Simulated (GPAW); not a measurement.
Input and output of a self-consistent single point for LiMoN2 (R3m, 4 atoms in the cell) (GPAW).

Computed with LDA (Perdew-Wang 92), GPAW PAW datasets LDA (gpaw-data 1.0.1) (plane waves; GPAW 25.7.0).

```
LiMoN2
1.0
    1.45292     0.83884     5.32549
   -1.45292     0.83884     5.32549
    0.00000    -1.67769     5.32549
Li Mo N
1 1 2
Cartesian
  0.00000   0.00000   6.65771
  0.00000   0.00000   9.36093
  0.00000   0.00000  13.46214
  0.00000   0.00000  15.92139
```

Reference input (self-consistent single point, DFT LDA (Perdew-Wang 92), plane waves, GPAW PAW datasets LDA (gpaw-data 1.0.1)): mode = pw; ecut = 900 eV; xc = LDA; kpts = 6 6 6; mesh shift (steps) = 0 0 0; occupations.name = methfessel-paxton; occupations.width = 0.1 eV; occupations.order = 0; nbands = -8; symmetry.symmorphic = false; symmetry.tolerance = 0.0005; maxiter = 150. This run's input differs from it in these lines:

```diff
@@ -18,3 +18,3 @@
             occupations={'name': 'methfessel-paxton', 'width': 0.1, 'order': 0},
-            nbands=-8,
+            nbands=12,
             symmetry={'symmorphic': False, 'tolerance': 0.0005},
```

Log, with long lists cut:

```
Input parameters:
  kpts: {gamma: True,
         size: (6, 6, 6)}
  maxiter: 150
  mode: {ecut: 900,
         name: pw}
  nbands: 12
  occupations: {name: methfessel-paxton,
                order: 0,
                width: 0.1}
  symmetry: {symmorphic: False,
             tolerance: 0.0005}

species:
  Li:
    name: Lithium
    Z: 3.0
    valence: 1
    core: 2
    charge: 0.0
    file: Li.LDA.gz

    # Using partial waves for Li as LCAO basis

  Mo:
    name: Molybdenum
    Z: 42.0
    valence: 14
    core: 28
    charge: 0.0
    file: Mo.LDA.gz

    # Using partial waves for Mo as LCAO basis

  N:
    name: Nitrogen
    Z: 7.0
    valence: 5
    core: 2
    charge: 0.0
    file: N.LDA.gz

    # Using partial waves for N as LCAO basis

Reference energy: -113161.170720  # eV

Spin-paired calculation

Traceback (most recent call last):
   [... frames left out ...]
ValueError: Too few bands!  Electrons: 25.000000, bands: 12
```

The program stopped before any SCF iteration. 

The starting cell comes from a database of computed structures (which also holds hypothetical and non-ambient phases and stackings), without a prior relaxation at this level. Its lattice was rescaled by up to half a per cent. One atom was moved a little off its site on purpose.
